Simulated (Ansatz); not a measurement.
## Migration barriers: interstitial Li in monoclinic ZrO2 strained by -1.5 % along x and y, z held, charge state +1

Defect migration in monoclinic ZrO2 strained by -1.5 % along x and y, z held: interstitial Li, charge state +1. Level of theory: PBE, PAW (plane waves to 420 eV; Ansatz, a quantum-chemistry and plane-wave program).

Settings: 96 host sites, the strained lattice (strain from the relaxed PBE one, atoms relaxed), the Γ point alone, smearing 0.01 eV, spin-restricted, no image-charge correction. No zero-point or tunnelling terms. The charge state is imposed; whether it is stable for some Fermi level was not computed. Sites that were not tried may lie lower.

Barriers: single points on a 2×2×2 k-point mesh shifted by half a step at the bands' geometries.

```csv
Route,Start site over the lowest site run (eV),Hop (Å),Forward barrier (eV),Backward barrier (eV),Neighbours at the start,Neighbours at the saddle,Saddle order,"Forward, on the band's own sampling (eV)"
one Li atom jumps by itself,0.00,3.41,1.21,1.21,"O at 1.81, O at 1.88, O at 2.07, O at 2.09, O at 2.19 Å","O at 1.69, O at 1.71, O at 1.75, O at 1.97 Å",not checked,1.20
```

Paths come from climbing-image nudged elastic band runs.
